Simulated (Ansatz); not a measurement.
# Ga2O3: energy against strain

Ga2O3 (corundum, R-3c, 9.707 Å³/atom at rest, c along z) under a strain ε along a direction in the basal plane (axis x), the other axes held. PBEsol in Ansatz, a plane-wave DFT program (PAW, default set), 420 eV, 8×8×8 Γ-centred mesh, Fermi-Dirac smearing 0.05 eV; ions are relaxed within the symmetry of each cell.

Here s stands for strain and y for E less E0.

```csv
strain (%),E less E0 (meV/atom)
-3.00,?
-1.50,2.70
-0.75,0.68
0.00,0.00
0.75,0.67
1.50,2.56
```

Problem. Using a parabola, estimate the missing y at s = -3.00 from the other rows, showing the fit.

Solution. Least squares gives y = 0.012 - 0.0387·s + 1.1644·s². Residuals (row less fit): 0.010, -0.016, -0.012, 0.032, -0.014; standard error 0.029 (degrees of freedom: 2). Twice the quadratic coefficient over the volume, 2 × 1.1644 meV × 10⁴ × 0.1602 / 9.707 Å³, is the elastic constant C11 = 384 ± 5 GPa. At the withheld row, y = 0.012 - 0.0387 × (-3.00) + 1.1644 × (-3.00)² = 10.608 meV/atom. The calculation gives 10.98 meV/atom, 0.372 meV/atom above the prediction (3.4 % of the range of y in the table). The row lies outside the fitted rows, so this is an extrapolation. From the scatter of the fitted rows alone, a prediction at this place has a standard error of 0.120 meV/atom, so the miss is 3.1 times that.

One order more, fitted to all 9 runs of the series, follows each within 0.02, so the miss is the next term of a smooth law. Ga2O3 is here the metastable α form; monoclinic β is stable. Rows are the converged runs of the series near zero and its far end; series whose fitted rows scatter by over a few per cent of the range, as at a crossing or softening among them, aren't shown in this form. Most that stay on the fit to the last digits aren't either.
